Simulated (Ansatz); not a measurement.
Base system: NaCl in the rock salt structure (space group Fm-3m, No. 225; a = 5.6015 Å). Axes: x, y, z lie along the cube axes.

Method: PBEsol, PAW, 420 eV (Ansatz, a first-principles code; no SOC).

Base values:

- Valence-band top at Γ: 0.00, 0.00, 0.00 eV
- Band gap: 5.01 eV

It is then changed as follows: biaxial strain +2.50 %, plane normal [001], relaxed out of plane (Cartesian); in-plane vectors clamped, the third vector and the atoms free.

Question: How does this affect the ratio −ε⊥/ε∥?

Answer: The ratio −ε⊥/ε∥ comes out as 0.39.

Question: What does the calculation give for the energy relative to the base after the change?

Answer: The energy increases by 4.7 meV/atom.

Question: What happens to the valence-band top at Γ?

Answer: The valence-band top at Γ (three highest levels, from the VBM) changes from 0.00, 0.00, 0.00 eV to 0.00, 0.00, -0.03 eV.

Question: What happens to the band gap?

Answer: The band gap shrinks by 0.15 eV (5.01 eV → 4.86 eV).

Whether these cells are dynamically stable was not tested.
